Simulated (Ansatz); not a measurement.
An Ansatz (a quantum-chemistry and plane-wave program) input (DFT with PBEsol, PAW potentials and a 420 eV plane-wave cutoff in Ansatz, scalar-relativistic without spin-orbit coupling):

Ansatz 0.2 input:
```yaml
crystal:
  lattice:
    - [0, 3.0813072579, 3.0813072579]
    - [3.0813072579, 0, 3.0813072579]
    - [3.0813072579, 3.0813072579, 0]
  atoms:
    - { symbol: Pb, position: [0, 0, 0] }
    - { symbol: Se, position: [0.5, 0.5, 0.5] }
basis: { ecutwfc: 420, ecutrho_ratio: 4, xc_grid: 2, fft_grid_basis: typed }
kpoints: { mp_grid: { grid: [9, 9, 9] } }
hamiltonian:
  xc: pbesol
  dispersion: none
  pseudopotentials: { kind: paw }
scf: { occupations: { method: fermi_dirac, width: 0.05 }, convergence: { dr2_threshold: 0.0000000002 } }
relax: { f_tol: 0.005, max_steps: 50 }
output: { forces: true, stress: true }
checkpoint: { write: state.ck, write_every: 1000 }
```

Task: Which symmetry and how many k-points will the program report, and about how many plane waves at Γ?

Result: Space group Fm-3m (ITA 225) with 48 operations, k-points 35 of 729, and 1139 plane waves at Γ.

Task: And the final pressure?

Result: -1.49 GPa (compression positive).

The cells carry an imposed strain or load. Stability against distortions was not tested. The cell was made from PbSe in the rock salt structure (space group Fm-3m, No. 225) by this change: isotropic strain +1.00 %.
